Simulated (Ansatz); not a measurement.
The parent structure is YN in the rock salt structure (space group Fm-3m, No. 225; a = 4.9060 Å).

The values are results of PBE/PAW in Ansatz (a first-principles code), spin-orbit coupling left out, earlier PAW set, not measurements.

For the base:

```
Property                      Value
---------  ------------------------
Hole mass  0.17, 1.0, 1.0 mₑ (at Γ)
Band gap                    0.21 eV
```

Perturbation: cell and atoms relaxed at a pressure of 10 GPa.

Task: What does the calculation give for the hole mass after the change?

Result: The hole mass (degenerate bands, along [100]) stays 0.17, 1.0, 1.0 mₑ (at Γ).

Task: Estimate the effect on the band gap.

Result: The band gap drops by 0.10 eV to 0.11 eV.

Load acts through the strain it causes; cell and atoms are relaxed under it. Effective masses come from finite differences of ±0.01 Å⁻¹. Stability against distortions was not tested. No other phases were tried under pressure. A zero or small gap of YN can be the functional's error rather than a property of the material.
